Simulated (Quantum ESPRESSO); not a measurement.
Troubleshooting Quantum ESPRESSO: a failed run on LaB6 (Pm-3m, 7 atoms in the cell). The aim is a self-consistent single point with DFT, PBE, plane waves, GBRV 1.5 ultrasoft (PBE) pseudopotentials.

Cell that was meant: a = 4.2245 Å, b = 4.2245 Å, c = 4.2245 Å, α = 90.00°, β = 90.00°, γ = 90.00°.

Part of the input:

```fortran
   prefix = 'pwscf'
   outdir = './work'
   pseudo_dir = './'
   tprnforce = .true.
   tstress = .true.
/
&SYSTEM
```

The program printed (abridged):

```
     This program is part of the open-source Quantum ESPRESSO suite
     for quantum simulation of materials; please cite

 %%%%%%%%%%%%%%%%%%%%%%%%%%%%%%%%%%%%%%%%%%%%%%%%%%%%%%%%%%%%%%%%%%%%%%%%%%%%%%
     Error in routine  read_namelists (1):
      bad line in namelist &control: "   tprnforce = .true." (error could be in the previous line)
 %%%%%%%%%%%%%%%%%%%%%%%%%%%%%%%%%%%%%%%%%%%%%%%%%%%%%%%%%%%%%%%%%%%%%%%%%%%%%%

     stopping ...
```

### Question
Read the log: what does the program object to, and what is the fix?

### Answer
The fault is a keyword that the program does not know. The program does not know a key of this name. To fix it, use the program's own name for the key. The program stopped before any SCF iteration.

An input that runs soundly differs in these lines (not the only fix; some lines may just follow from the change or write a value another way):
```diff
-   tprnforce = .true.
+   tprnfor = .true.
```

With that input, the run converged in 19 iterations: free energy E − TS -1921.2305 eV; Fermi level (on the code's own zero) 11.60 eV; pressure -8.16 GPa; largest force (vector length) 0.168 eV/Å (DFT, PBE, plane waves, GBRV 1.5 ultrasoft (PBE) pseudopotentials).

On the sound input: the starting cell comes from a database of computed structures (which also holds hypothetical and non-ambient phases and stackings), without a prior relaxation at this level. Its lattice was rescaled by a random factor within 2.5 % of one. With a pressure of about -8 GPa the cell is away from its equilibrium volume at this level.
